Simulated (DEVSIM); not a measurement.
Device: illuminated Si n-on-p cell, one wavelength, with a back-surface field, at 300 K.

Layer 1 from the left is Si, thickness (μm) 0.700, Nd (cm⁻³) 1.1e18, τn (s) 2.5e-9, τp (s) 7e-8, absorption coefficient (cm⁻¹) 810. Layer 2 from the left is Si, thickness (μm) 69.0, Na (cm⁻³) 1.1e16, τn (s) 1.1e-7, τp (s) 1.1e-7, absorption coefficient (cm⁻¹) 810. Layer 3 from the left is Si, thickness (μm) 0.210, Na (cm⁻³) 8.8e18, τn (s) 1.1e-7, τp (s) 1.1e-7, absorption coefficient (cm⁻¹) 810.

Left contact: ohmic, minority hole recombination velocity 100 cm/s. Right contact: ohmic, minority electron recombination velocity 8e6 cm/s. Voltage is applied to the left contact. Recombination: SRH at mid-gap, radiative, Auger. Gap narrowing is on: ΔEg = 6.92 meV × (l + √(l² + 0.5)), l = ln(N/1.3e17 cm⁻³), shared equally by both band edges. Light enters at the left, 6.6e14 photons cm⁻² s⁻¹, one pass, no reflection. Mobility is μmin + (μ − μmin)/(1 + (N/Nref)^α).

Constants are typed, rounded textbook-type inputs, not results; the design itself was drawn at random and stands for no fabricated device. Values at 300 K.

Si: gap (eV) 1.124, affinity (eV) 4.05, permittivity 11.7, Nc (cm⁻³) 2.86e19, Nv (cm⁻³) 3.1e19, μn (cm²/Vs) 1417, μp (cm²/Vs) 470, μn,min 52, μp,min 45, Nref,n 9.7e16, Nref,p 2.2e17, αn 0.68, αp 0.72, B (cm³/s) 4.7e-15, Cn (cm⁶/s) 2.8e-31, Cp (cm⁶/s) 9.9e-32.

DEVSIM, 1D drift-diffusion, Boltzmann statistics, complete ionisation; no tunnelling, impact ionisation, image-force lowering or self-heating.

Task: What does the simulation give for the dark forward voltage at 1 A/cm², the share of generated pairs collected at short circuit, the short-circuit current?

Result: dark forward voltage at 1 A/cm² 0.636 V; share of generated pairs collected at short circuit 0.630; short-circuit current 0.0664 mA/cm².
